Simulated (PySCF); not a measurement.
PySCF 2.14.0, PBE0/def2-svp, df: Cr(O)(NMe)(F)(NMe2) (C[N]=[Cr](=[O])([F])[N](C)C), 17 atoms. The geometry is a generated start, not checked to be a minimum at this level.

```yaml
task: energy
method: pbe0
basis: def2-svp
two_electron_scheme: density fitting
mol.max_memory: 3000 MB
mf.max_cycle: 100
mf.init_guess: minao (default)
mf.DIIS: CDIIS (default)
mf.diis_space: 8 (default)
mf.conv_tol: 1e-09 (default)
mf.grids.level: 3 (default)
basis_functions: 174
grid_points: 207680
```

```xyz
17

Cr    -0.0523     1.2739    -0.2891
O      1.1432     2.1833     0.1305
N      0.1451     0.4147    -1.6706
C      0.6703    -0.0833    -2.8582
H      1.2366    -0.9998    -2.6557
H     -0.1300    -0.3147    -3.5706
H      1.3537     0.6483    -3.3077
F     -1.5972     2.1036    -0.4073
N     -0.2935    -0.0001     0.9714
C     -0.0758     0.3230     2.3624
C     -0.5334    -1.4129     0.8060
H     -0.9521     0.0379     2.9571
H      0.7967    -0.2185     2.7540
H      0.0872     1.3964     2.4759
H      0.3091    -1.9970     1.1995
H     -1.4371    -1.7094     1.3502
H     -0.6704    -1.6453    -0.2479
```

Charge 0 and multiplicity 1 are set for this test and not shown to be the ground state.

One run each on 2 threads, 1 BLAS thread. Values of level_shift (Hartree) tried: 0 (default), 0.1, 0.3, 1.

### Question
Which value of level_shift (Hartree) needs the fewest Fock builds, and what happens away from it?

### Answer
Fewest Fock builds: 0.1 with 19. The count rises to 57 at 1. All converge to one solution.

```csv
level_shift (Hartree),Fock builds,end
0 (default),23,same solution
0.1,19,same solution
0.3,24,same solution
1,57,same solution
```
